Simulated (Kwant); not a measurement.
Device: wire with a side stub in a InSb two-dimensional gas. Effective mass 0.014 mₑ, grid spacing 12 nm, hard walls, nominal width 260 nm (21 grid rows, so walls 264 nm apart), one parabolic valley, scattering region 900 nm long along x; energies count from the band bottom; Fermi energy swept from 0.00023875 to 0.0028351 eV. Closed stub on one side, 190 nm wide and 580 nm deep.

The device is made up for the run: typed textbook-type constants, with dimensions and the other settings drawn at random.

Kwant, effective-mass tight-binding model on a square grid, one spin, coherent transport at 0 K. Conductance is in e²/h.

Task: How many channels do the leads carry at E = 0.893, 2.60 meV?

Result: The hard-wall thresholds are n² ħ²π²/(2mW²) = n² × 0.385 meV with W = 264 nm. √(0.893/0.385) = 1.52, so 1. √(2.60/0.385) = 2.59, so 2.
